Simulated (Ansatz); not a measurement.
**A series of runs on Ti₃Nb₃Sn₂ (P1, 8 atoms in the cell)**

```
CELL_PARAMETERS angstrom
      3.73513     2.15647     3.04713
     -3.73513     2.15647     3.04713
      0.00000    -4.31295     3.04713
ATOMIC_POSITIONS crystal
  Ti 0.76315 0.24802 0.00217
  Ti 0.01253 0.73941 0.26270
  Ti 0.25327 0.98744 0.74155
  Nb 0.74674 0.25915 0.49618
  Nb 0.48556 0.74343 0.27408
  Nb 0.24323 0.51210 0.72656
  Sn 0.25495 0.26001 0.25084
  Sn 0.74057 0.75044 0.74592
```
Moments meant for the start (each program seeds them in its own way; μB, in the order of the atoms Ti Ti Ti Nb Nb Nb Sn Sn): 1.0 1.0 1.0 0.0 0.0 0.0 0.0 0.0.

Base run A: PBEsol, harder PAW files (source: ansatz) made with PBE run with Ansatz (a program for electronic structure), self-consistent single point.

Its settings: basis.ecutwfc = 740 eV; kpoints.mp_grid.grid = 3 3 3; hamiltonian.xc = pbesol; hamiltonian.pseudopotentials = {kind: paw, source: ansatz}; magnetization.spin_polarized = true; scf.occupations.method = methfessel_paxton; scf.occupations.width = 0.272 eV.

The starting cell comes from a database of computed structures (which also holds hypothetical and non-ambient phases and stackings), without a prior relaxation at this level. Its atoms were displaced at random from the sites of space group no. 155. The starting moments vanished: the run ended non-magnetic. The program warned that a starting moment was not kept. In the base run, with a pressure of about -4 GPa the cell is away from its equilibrium volume at this level. In the base run, forces exceed 1 eV/Å. Ansatz's pressure includes its estimate of the finite-basis (Pulay) stress. Without a gap this mesh is coarse (it stands for a supercell whose shortest vector is 16 Å).

ΔF is the free energy per atom less that of run A. 

```csv
run,"scf.mixing.algorithm, scf.mixing.beta_mag",ΔF (meV/atom),pressure (GPa),largest force (eV/Å),iterations
A,"default (the program chose MSR1), default",0.00,-3.50,1.291,24
B,"broyden, 0.2",0.00,-3.50,1.291,31
C,"broyden, 0.5",0.00,-3.50,1.291,21
D,"broyden, 1",0.00,-3.50,1.291,22
E,"broyden, 2",0.00,-3.50,1.291,23
```

Runs B, C, D, E reached the same state as A (within 1 meV/atom and 0.1 μB a site). The fewest iterations to that state were 21 (C); the most were 31.

Keys are those of Ansatz 0.2.
